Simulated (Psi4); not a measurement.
Psi4 1.11, HF/def2-svp, scf_type pk: CCC=C=C[SiH3], 16 atoms. The geometry is a generated start, not checked to be a minimum at this level.

| Property | Result |
|---|---|
| task | energy |
| method | scf |
| basis | def2-svp |
| scf_type | pk |
| guess | auto, which took SAD (default) |
| diis_max_vecs | 10 (default) |
| scf_initial_accelerator | adiis (default) |
| e_convergence | 1e-06 (default) |
| d_convergence | 1e-06 (default) |
| basis functions | 138 |

On 4 threads. Build: conda-forge: OpenMP (LLVM), MKL, Libint2. One run each, on a shared machine, so no times are given.

Values of memory tried: 8 GB, 4 GB, 2 GB, 1 GB, 0.5 GB, 0.3 GB.

Problem. Which of these memory settings still run, and by which path?

Solution. It runs down to 0.3 GB, the lowest tried, with the same result. At 8 GB: SCF: PK in core. From 1 GB down: SCF: PK on disk.

```csv
memory,path,peak memory
8 GB,SCF: PK in core,0.88 GiB
4 GB,SCF: PK in core,0.88 GiB
2 GB,SCF: PK in core,0.88 GiB
1 GB,SCF: PK on disk,0.82 GiB
0.5 GB,SCF: PK on disk,0.66 GiB
0.3 GB,SCF: PK on disk,0.41 GiB
```

Peak memory is the kernel's count for the largest process, libraries included and scratch files not. The peak passes the setting at 0.5 GB, 0.3 GB: it is no hard cap.
